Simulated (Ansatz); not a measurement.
Data:

End structure of Mn on a Ni site (middle of the slab) in a 3x3 cell of the 1x1 (111) surface of fcc Ni, ferromagnetic:

```
CELL_PARAMETERS angstrom
      7.46572     0.00000     0.00000
     -3.73286     6.46550     0.00000
      0.00000     0.00000    25.50000
ATOMIC_POSITIONS crystal
  Ni 0.11111 0.22222 0.38155
  Ni 0.11111 0.55556 0.38155
  Ni 0.11111 0.88889 0.38155
  Ni 0.44444 0.22222 0.38155
  Ni 0.44444 0.55556 0.38155
  Ni 0.44444 0.88889 0.38155
  Ni 0.77778 0.22222 0.38155
  Ni 0.77778 0.55556 0.38155
  Ni 0.77778 0.88889 0.38155
  Mn 0.22222 0.11111 0.46004
  Ni 0.22258 0.44488 0.46052
  Ni 0.22258 0.77770 0.46052
  Ni 0.55563 0.11076 0.46052
  Ni 0.55563 0.44488 0.46052
  Ni 0.55556 0.77778 0.46046
  Ni 0.88846 0.11076 0.46052
  Ni 0.88889 0.44444 0.46024
  Ni 0.88846 0.77770 0.46052
  Ni 0.99920 0.99960 0.54072
  Ni 0.00006 0.33327 0.53999
  Ni 0.00006 0.66679 0.53999
  Ni 0.33373 0.99960 0.54072
  Ni 0.33373 0.33414 0.54072
  Ni 0.33370 0.66685 0.54033
  Ni 0.66648 0.99963 0.54033
  Ni 0.66654 0.33327 0.53999
  Ni 0.66648 0.66685 0.54033
  Ni 0.11106 0.22227 0.61900
  Ni 0.11122 0.55561 0.61873
  Ni 0.11106 0.88879 0.61900
  Ni 0.44454 0.22227 0.61900
  Ni 0.44512 0.55692 0.61962
  Ni 0.44512 0.88821 0.61962
  Ni 0.77772 0.22212 0.61873
  Ni 0.77772 0.55561 0.61873
  Ni 0.77642 0.88821 0.61962
```

Model: 36-atom slab, 6.0 Å thick at the start (thin: gaps and levels are the slab's own), 5x5x1 mesh, Fermi-Dirac 0.1 eV, dipole correction, 9 atoms held, the rest relaxed; held to the start's symmetry, so lower structures may exist; spin-polarised, no spin-orbit, no U.

**Question.** What is the computed change of the step from the bottom to the top vacuum level, against the clean slab (PBE (Ansatz, a quantum-chemistry and plane-wave program))?

**Answer.** 0.023 eV

**Question.** Predict the work function of the top face from PBE.

**Answer.** 5.08 eV

**Question.** What formation energy against fcc-type Mn, layered antiferromagnet, fcc Ni, ferromagnetic does PBE give?

**Answer.** -0.43 eV

**Question.** Predict the change of the work function from PBE.

**Answer.** 0.000 eV
